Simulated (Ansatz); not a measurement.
The starting structures come from a database of crystals and need not be the phases stable at ambient conditions.

Data:

```xyz
14
Lattice="6.5324 0.0000 0.0000 -3.2465 6.8265 0.0000 0.0000 2.1522 3.1717" Properties=species:S:1:pos:R:3 pbc="T T T"
La     4.8980     2.3931     1.8502
La    -1.6121     6.5855     1.3215
H      1.6026     2.6697     1.6625
H      1.6833     6.3089     1.5092
H      3.0149     4.5893     0.3600
H      0.2710     4.3893     2.8117
H      0.3188     4.6087     0.3468
H      2.9671     4.3699     2.8249
O      0.8919     2.1283     2.0299
O      2.3940     6.8503     1.1419
O      3.9317     4.3371     0.5311
O     -0.6458     4.6415     2.6406
O      0.1157     7.5425     2.9882
O      3.1702     1.4361     0.1835
```

Space group of this cell: P2_1/m. The cell is taken as given.

Transport runs along the normal of the first two printed cell vectors.

The gap is the functional's own, uncorrected, and κ follows it; spin-orbit coupling is left out. Mid-gap values are interpolated between the computed energies.

Question: State the band gap and the smallest decay constant κ at mid-gap according to r2SCAN (Ansatz, an electronic-structure program).

Answer: Gap 4.31 eV on a 6×10×10 mesh; κ = 0.374 1/Å, at the zone centre.
